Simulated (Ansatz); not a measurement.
Abridged Ansatz (a program for electronic structure) output:

```
Relaxation: its limit of steps is 45 (relax.max_steps)
Pseudopotential: Pt, paw, valence charge 18
Crystal: 11 atoms, lattice volume = 180.469 Å³
Basis set: ecut = 420 eV, 3527 PW (Γ), exchange–correlation on 80×96×80 points (8 copies of the dense FFT grid, shifted against one another)
Bands: 119, of which v1, the nominal top of the filled ones, is band 99 counted from 1 (98 counted from 0)
Symmetry: 12 space group operations
k-points: 32 of 245
Functional: x = pbesol(κ = 0.804, μ = 0.12345679012345678), c = pbesol(β = 0.046)
SCF iter   1: F=—  HF=-136221.198837 eV  |F-HF|=—  |Δ(HF+E_count)|=         —  Δρ=7.44e-3  dr2=9.61e-2  ethr=1.77e-3  ⟨swp⟩=6.0  Hψ=12747  notcnv=0  defer=158
SCF iter   2: F=—  HF=-136221.204699 eV  |F-HF|=—  |Δ(HF+E_count)|=   5.86e-3  Δρ=6.56e-3  dr2=7.61e-2  ethr=4.85e-5  ⟨swp⟩=2.1  Hψ=7534  notcnv=0  defer=272
SCF 1 converged in 11 iterations: F = -136221.179965 eV  dr2 = 7.36e-10
relax step   1: F+E_penalty+E_count = -136221.17996470 eV  Δ(F+E_penalty+E_count) = +0.000e0 eV  max|allowed force component| = 5.644e-1 eV/Å  Δτ_max = 0.0000 Å  (11 SCF iters, accepted)
Crystal: 11 atoms, lattice volume = 180.469 Å³
SCF iter   1: F=—  HF=-136221.224564 eV  |F-HF|=—  |Δ(HF+E_count)|=         —  Δρ=1.22e-2  dr2=1.85e-1  ethr=9.26e-5  ⟨swp⟩=1.0  Hψ=12655  notcnv=0  defer=270
SCF iter   2: F=—  HF=-136221.218101 eV  |F-HF|=—  |Δ(HF+E_count)|=   6.46e-3  Δρ=3.93e-3  dr2=5.21e-2  ethr=9.26e-5  ⟨swp⟩=2.0  Hψ=5652  notcnv=0  defer=270
SCF 2 converged in 12 iterations: F = -136221.205431 eV  dr2 = 4.35e-11
relax step   2: F+E_penalty+E_count = -136221.20543134 eV  Δ(F+E_penalty+E_count) = -2.547e-2 eV  max|allowed force component| = 4.313e-1 eV/Å  Δτ_max = 0.1123 Å  (12 SCF iters, accepted)
Crystal: 11 atoms, lattice volume = 180.469 Å³
SCF iter   1: F=—  HF=-136221.287006 eV  |F-HF|=—  |Δ(HF+E_count)|=         —  Δρ=6.20e-3  dr2=4.51e-2  ethr=2.32e-4  ⟨swp⟩=4.8  Hψ=8076  notcnv=0  defer=272
SCF iter   2: F=—  HF=-136221.285927 eV  |F-HF|=—  |Δ(HF+E_count)|=   1.08e-3  Δρ=2.06e-3  dr2=1.46e-2  ethr=2.28e-5  ⟨swp⟩=2.0  Hψ=6041  notcnv=0  defer=272
SCF 3 converged in 11 iterations: F = -136221.282650 eV  dr2 = 4.48e-10
relax step   3: F+E_penalty+E_count = -136221.28265005 eV  Δ(F+E_penalty+E_count) = -7.722e-2 eV  max|allowed force component| = 1.533e-2 eV/Å  Δτ_max = 0.0511 Å  (11 SCF iters, accepted)
SCF converged after 11 iterations
Free energy (F): -136221.282650 eV
[...]
  atom   5  Pt     0.01477058    -0.01477058     0.01302208
  atom   6  Pt     0.00000000    -0.00000000    -0.00000000
  atom   7  Pt     0.00000000     0.00000000    -0.00000000
  atom   8  Pt    -0.01477058     0.01477058    -0.01302208
  atom   9  Pt    -0.01533260     0.01533260    -0.01533260
  atom  10  Pt     0.01302208    -0.01477058     0.01477058
  atom  11  Pt     0.01477058    -0.01302208     0.01477058
--- Stress (GPa, compression-positive) ---
       -8.782083      -0.230297       0.230297
       -0.230297      -8.782083      -0.230297
        0.230297      -0.230297      -8.782083
  P = ⅓ Tr σ = -8.7821 GPa (-87.821 kbar)
--- Relaxed structure (3 steps of the walk, 3 accepted, 0 SCFs on fresh bases) ---
  atoms:
    - { symbol: Pt, position: [2.1465575869072203e-19, 1.0732787934536101e-19, 0.5] }
    - { symbol: Pt, position: [0.16542340195820585, 0.32985954789163974, 0.16542340195820585] }
    - { symbol: Pt, position: [0.16542340195820585, 0.32985954789163974, 0.6691531960835884] }
    - { symbol: Pt, position: [0.3333333333333333, 0.6756774176350422, 0.3333333333333333] }
    - { symbol: Pt, position: [0.33084680391641175, 0.6701404521083603, 0.8345765980417943] }
    - { symbol: Pt, position: [0.5, 0.0, 0.0] }
    - { symbol: Pt, position: [0.5, 0.0, 0.5] }
    - { symbol: Pt, position: [0.6691531960835884, 0.32985954789163974, 0.16542340195820587] }
    - { symbol: Pt, position: [0.6666666666666666, 0.32432258236495776, 0.6666666666666665] }
    - { symbol: Pt, position: [0.8345765980417943, 0.6701404521083603, 0.33084680391641175] }
    - { symbol: Pt, position: [0.8345765980417943, 0.6701404521083603, 0.8345765980417943] }
```

Question: What was computed, and what are the main results?

Answer: Pt, 11 atoms in the cell, with PBEsol, PAW, 420 eV (Ansatz; no SOC). The last SCF converged to F = -136221.282650 eV, or -12383.7530 eV per atom, at a pressure of -8.78 GPa. The total energy compares only with runs of the same code, potentials and settings.

In so small a cell the defect repeats every few ångströms: this is an ordered compound, not a dilute defect. The defect started on the symmetric site and kept its symmetry, so it may sit on a saddle. The final runs are not spin-polarised. The cell was made from Pt in the fcc (Cu type) structure (space group Fm-3m, No. 225) by this change: Pt vacancy. Pt lies near a magnetic instability that expansion can trigger; it was not tested. The defect cell is not spin-polarised.

Keys are those of Ansatz 0.2.
